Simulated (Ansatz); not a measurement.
## Computed paths: Cd vacancy in hcp Cd, neutral cell

System: Cd vacancy in hcp Cd (neutral cell). Computed with PBE, PAW (plane waves to 420 eV; Ansatz, a quantum-chemistry and plane-wave program).

Settings: 36 host sites, the relaxed PBE lattice, a 2×2×2 k-point mesh shifted by half a step along c, smearing 0.10 eV, spin-restricted, no image-charge correction. Static, classical nuclei. Forms of the defect that were not tried may lie lower.

Barriers: single points on a 3×3×3 k-point mesh shifted by half a step along c at the bands' geometries (they differ from the bands' own by up to 0.11 eV, and are uncertain by about as much).

```csv
Route,Start site over the lowest site run (eV),Hop (Å),Forward barrier (eV),Backward barrier (eV),Neighbours at the start,Neighbours at the saddle,Saddle order,"Forward, on the band's own sampling (eV)"
a nearby Cd atom hops onto the vacant site,0.00,3.01,0.19,0.19,"2 Cd at 3.00, 2 Cd at 3.03, 2 Cd at 3.06, 2 Cd at 3.17, 2 Cd at 3.50, Cd at 3.51 Å","4 Cd at 2.96, 3 Cd at 3.30, Cd at 3.31 Å","not checked, on a symmetry element",0.08
a nearby Cd atom hops onto the vacant site,0.00,2.91,0.25,0.25,"Cd at 2.95, Cd at 2.99, Cd at 3.06, Cd at 3.08, 2 Cd at 3.16, Cd at 3.17, Cd at 3.32, Cd at 3.33, 2 Cd at 3.40 Å","Cd at 2.82, Cd at 2.85, 2 Cd at 3.13, 2 Cd at 3.36, Cd at 3.38, Cd at 3.40 Å","not checked, on a symmetry element",0.14
```

Paths come from nudged elastic bands with a climbing image. Of the routes that converged and passed our checks, the lowest saddle point lies 0.19 eV above the lowest of the sites run (a nearby Cd atom hops onto the vacant site); other sites, such as split forms, and other routes may lie lower. A band can be held on a symmetry element, so unchecked saddle points there may be too high.

The whole set of runs took around 1.7 core-hours (rough).
